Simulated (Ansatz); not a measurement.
# GaN: response to strain

Consider GaN in the wurtzite structure (space group P6_3mc, No. 186).

```cif
data_Ga2N2
_chemical_formula_sum 'Ga2 N2'
_space_group_name_H-M_alt 'P 1'
_space_group_IT_number 1
_cell_length_a 3.21837
_cell_length_b 3.21837
_cell_length_c 5.24320
_cell_angle_alpha 90.000
_cell_angle_beta 90.000
_cell_angle_gamma 120.000
loop_
_space_group_symop_operation_xyz
  'x, y, z'
loop_
_atom_site_label
_atom_site_type_symbol
_atom_site_fract_x
_atom_site_fract_y
_atom_site_fract_z
_atom_site_occupancy
Ga1 Ga 0.33333 0.66667 0.00014 1
Ga2 Ga 0.66667 0.33333 0.50014 1
N1 N 0.33333 0.66667 0.37686 1
N2 N 0.66667 0.33333 0.87686 1
```

Strains are applied to the cell and any free atomic positions relax.

Method: Kohn–Sham DFT with the PBE functional, run in Ansatz (a first-principles code) with PAW and 420 eV plane waves, spin-orbit coupling left out.

Notes on the quantities. pressure: mean of the normal stresses, compression positive; energy relative to the base: free energy F.

```csv
variant,pressure,energy relative to the base,electron mass,band gap,shortest interatomic distance
base,0.00 GPa,0 meV/atom,"0.14 mₑ along c, 0.16 mₑ across (at Γ)",1.71 eV,1.967 Å
isotropic strain −3.00 %,19.26 GPa,+57 meV/atom,"0.18 mₑ along c, 0.21 mₑ across (at Γ)",2.32 eV,1.909 Å
isotropic strain −2.40 %,14.75 GPa,+36 meV/atom,"0.18 mₑ along c, 0.20 mₑ across (at Γ)",2.19 eV,1.920 Å
isotropic strain −1.80 %,10.59 GPa,+20 meV/atom,"0.17 mₑ along c, 0.19 mₑ across (at Γ)",2.07 eV,1.932 Å
isotropic strain −1.20 %,6.76 GPa,+8.6 meV/atom,"0.16 mₑ along c, 0.18 mₑ across (at Γ)",1.95 eV,1.944 Å
isotropic strain −0.60 %,3.24 GPa,+2.1 meV/atom,"0.15 mₑ along c, 0.17 mₑ across (at Γ)",1.83 eV,1.956 Å
```

Effective masses come from finite differences of ±0.01 Å⁻¹. Stability against distortions was not tested.
